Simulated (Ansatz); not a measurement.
Output of an Ansatz run (abridged):

```
WARN ansatz: RAYON_NUM_THREADS=1 ignored (pool sized by the plan → 1); use --threads N
Pseudopotentials: kind: paw
Pseudopotential: In, paw, valence charge 13
Crystal: 1 atoms, lattice volume = 26.378 Å³
Basis set: ecut = 420 eV, 541 PW (Γ), exchange–correlation on 48×48×48 points (8 copies of the dense FFT grid, shifted against one another)
Bands: 11, of which v1, the nominal top of the filled ones, is band 7 counted from 1 (6 counted from 0)
Symmetry: 16 space group operations
Space group: I4/mmm (ITA 139), of the structure as read, at distance tolerance 3.0e-5 Å
k-points: 244 of 2744
Initial density: superposition of atomic densities (neutral atoms: chi_scale 0, normalization atom), corrected by the library's trained network
Initial wavefunctions: pseudopotential atomic-orbital guess
Eigensolver: davidson
Functional: x = pbe(κ = 0.804, μ = 0.2195149727645171), c = pbe(β = 0.06672455060314922)
SCF iter   1: F=—  HF=-5597.849371 eV  |F-HF|=—  |Δ(HF+E_count)|=         —  Δρ=1.04e-3  dr2=2.03e-4  ethr=1.77e-3  ⟨swp⟩=4.9  Hψ=15739  notcnv=0
all-band conjugate gradients solve this SCF's bands
preconditioner: auto → none
SCF iter   2: F=—  HF=-5597.848953 eV  |F-HF|=—  |Δ(HF+E_count)|=   4.18e-4  Δρ=5.91e-4  dr2=9.57e-5  ethr=1.56e-6  ⟨swp⟩=2.1  Hψ=5928  notcnv=0
SCF iter   3: F=—  HF=-5597.848988 eV  |F-HF|=—  |Δ(HF+E_count)|=   3.53e-5  Δρ=5.01e-4  dr2=4.43e-5  ethr=7.36e-7  ⟨swp⟩=2.0  Hψ=4213  notcnv=0
SCF iter   4: F=—  HF=-5597.848965 eV  |F-HF|=—  |Δ(HF+E_count)|=   2.31e-5  Δρ=1.46e-4  dr2=3.53e-6  ethr=3.41e-7  ⟨swp⟩=2.4  Hψ=4274  notcnv=0
SCF iter   5: F=—  HF=-5597.848964 eV  |F-HF|=—  |Δ(HF+E_count)|=   3.60e-7  Δρ=1.39e-4  dr2=3.12e-6  ethr=2.71e-8  ⟨swp⟩=2.0  Hψ=4214  notcnv=0
SCF iter   6: F=—  HF=-5597.848963 eV  |F-HF|=—  |Δ(HF+E_count)|=   1.43e-6  Δρ=7.11e-5  dr2=8.01e-7  ethr=2.40e-8  ⟨swp⟩=2.0  Hψ=3894  notcnv=0
SCF iter   7: F=-5597.848962 eV  HF=-5597.848963 eV  |F-HF|=6.14e-8  |Δ(HF+E_count)|=   4.81e-7  Δρ=1.73e-5  dr2=4.75e-8  ethr=7.69e-10  ⟨swp⟩=4.2  Hψ=10371  notcnv=0
SCF 1 converged in 7 iterations: F = -5597.848962 eV  dr2 = 4.75e-8
SCF converged after 7 iterations
Free energy (F): -5597.848962 eV
Harris-Foulkes:  -5597.848963 eV  (|F-HF|=6.14e-8)
Internal energy: -5597.835325 eV  (E = F + TS)
E sigma→0 (E₀):  -5597.842144 eV
Entropy (-TS):   -0.013637 eV (-13.637 meV/atom)
Fermi energy:    10.168984 eV
--- Per-component energies (eV) ---
  E_band       = -24.784500
  E_kinetic    = 241.329491
  E_local      = -1080.045229  (includes V_loc(G=0)·N_el)
  E_nonlocal   = 366.065574
  E_hartree    = 423.389416
  E_xc         = -216.015894
  E_vxc        = -100.002331  (∫ρ·V_xc dr)
  E_paw        = -4152.115827  (= ΣΔE_a)
  E_vpaw       = -298.919339  (= ΣTr[D̂ρ^β])
  E_aug_tail   = 0.000025  (compensation charges beyond the density's cutoff)
  E_ewald      = -1180.442883
  E_smearing   = -0.013637  (= −TS)
  E_closure    = -0.000000  (closes the sum)
  Σ components = -5597.848962   (vs F -5597.848962, Δ=0.00e0)
--- Forces (eV/Å), atoms counted from 1 ---
  atom   1  In    -0.00000000     0.00000000     0.00000000
  max |Σ_I F_I| component: 1.97e-31 eV/Å
--- Stress (GPa, compression-positive) ---
        1.603997       0.000000      -0.000000
        0.000000       1.603997      -0.000000
       -0.000000      -0.000000       1.610048
  P = ⅓ Tr σ = 1.6060 GPa (16.060 kbar)
  The stress holds the Pulay correction. Without it, at fixed plane waves, as pw.x and ABINIT print it: P = 1.5626 GPa
--- Band table (eV; the first three rows and the last of 244) ---
  k-point 0: bands = ["-4.5559", "-4.4517", "-4.4517", "-4.3739", "-4.2704", "0.6555", "20.6108", "20.6108", "20.7806", "21.6941", "24.0100"]
  k-point 1: bands = ["-4.5344", "-4.4633", "-4.4389", "-4.3683", "-4.2794", "0.8107", "19.6698", "19.8553", "20.0464", "21.0109", "25.1051"]
  k-point 2: bands = ["-4.4957", "-4.4730", "-4.4023", "-4.3643", "-4.2958", "1.2796", "18.0970", "18.3241", "18.8863", "19.9608", "23.2120"]
  k-point 243: bands = ["-4.7259", "-4.6063", "-4.1703", "-4.1402", "-4.1402", "7.1991", "7.4976", "14.8617", "14.8617", "18.2961", "18.2964"]
```

The structure:

```
CELL_PARAMETERS angstrom
     -1.62987     1.62987     2.48243
      1.62987    -1.62987     2.48243
      1.62987     1.62987    -2.48243
ATOMIC_POSITIONS crystal
  In 0.00000 0.00000 0.00000
```

Reconstruct the input of this run.

Other spellings and defaults could give the same log, and not every line can be read from it. The input that was run (DFT, PBE, plane waves, default PAW files):

Ansatz 0.2 input:
```yaml
crystal:
  lattice:
    - [-1.629875, 1.629875, 2.482425]
    - [1.629875, -1.629875, 2.482425]
    - [1.629875, 1.629875, -2.482425]
  atoms:
    - { symbol: In, position_ang: [0.000000, 0.000000, 0.000000] }
basis:
  ecutwfc: 420.0
kpoints:
  mp_grid:
    grid: [14, 14, 14]
hamiltonian:
  xc: pbe
  pseudopotentials:
    kind: paw
scf:
  occupations:
    method: fermi_dirac
    width: 0.1
output:
  forces: true
  eigenvalues: true
  stress: true
```

The starting cell has typed, rounded lattice constants, without a prior relaxation at this level. Its lattice was rescaled by up to half a per cent. Ansatz's pressure includes its estimate of the finite-basis (Pulay) stress.

Ansatz is an electronic-structure program.
